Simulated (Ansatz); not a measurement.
Take Rh in the fcc (Cu type) structure (space group Fm-3m, No. 225; a = 3.780 Å) as the base.

The change: hydrostatic tension (pressure −1 GPa).

Levels (all Ansatz, a quantum-chemistry and plane-wave program, PAW): PBEsol (420 eV, spin-orbit coupling left out); r2SCAN (500 eV, scalar-relativistic without spin-orbit coupling).

The geometry is relaxed with PBEsol.

| Item | Result |
|---|---|
| PBEsol pressure | -1.0 GPa |

### Question
Predict the pressure from r2SCAN.

### Answer
The pressure grows by 4.6 GPa, from -1.0 GPa to 3.6 GPa.

Single points use the geometry relaxed with PBEsol. Their cutoffs differ, which shifts pressures a little. Load acts through the strain it causes; cell and atoms are relaxed under it. Stability against distortions was not tested. The final runs are not spin-polarised.
